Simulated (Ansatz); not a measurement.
The starting structures come from a database of crystals and need not be the phases stable at ambient conditions.

 Where the default PAW files enter, the runs use the earlier of Ansatz's two default sets.

Evanescent states of SnF4 (I4/mmm, not sure to be the ambient phase, 5 atoms a cell, 14.0 Å³ an atom, -5 GPa at this level) along the normal of (110)

All values below come from r2SCAN (plane waves, PAW; Ansatz, a quantum-chemistry and plane-wave program).

The gap is the functional's own. No spin-orbit coupling. Mid-gap values are interpolated on the energy grid.

Energies count from the valence-band top; κ is the least over a 6×6 mesh across the current.

| E (eV) | κ (1/Å) | where |
|---|---|---|
| 0.10 | 0.192 | Γ |
| 0.28 | 0.321 | Γ |
| 0.47 | 0.378 | Γ |
| 0.67 | 0.408 | Γ |
| 0.85 | 0.430 | Γ |
| 1.04 | 0.445 | Γ |
| 1.24 | 0.454 | Γ |
| 1.43 | 0.459 | Γ |
| 1.61 | 0.459 | Γ |
| 1.80 | 0.455 | Γ |
| 2.00 | 0.448 | Γ |
| 2.19 | 0.438 | Γ |
| 2.38 | 0.424 | Γ |
| 2.56 | 0.406 | Γ |
| 2.75 | 0.385 | Γ |
| 2.94 | 0.360 | Γ |
| 3.13 | 0.330 | Γ |
| 3.33 | 0.294 | Γ |
| 3.52 | 0.250 | Γ |
| 3.71 | 0.193 | Γ |
| 3.90 | 0.101 | Γ |

Question: How thick must the barrier be to attenuate the transmission by 10^4 when the electrodes' Fermi level lies at 2.75 eV, and what attenuation does that film give at 2.38 eV?

Answer: d = 4 ln 10 / (2 × 0.385) = 12.0 Å. At 2.38 eV it gives 4 × 0.424/0.385 = 4.4 decades.
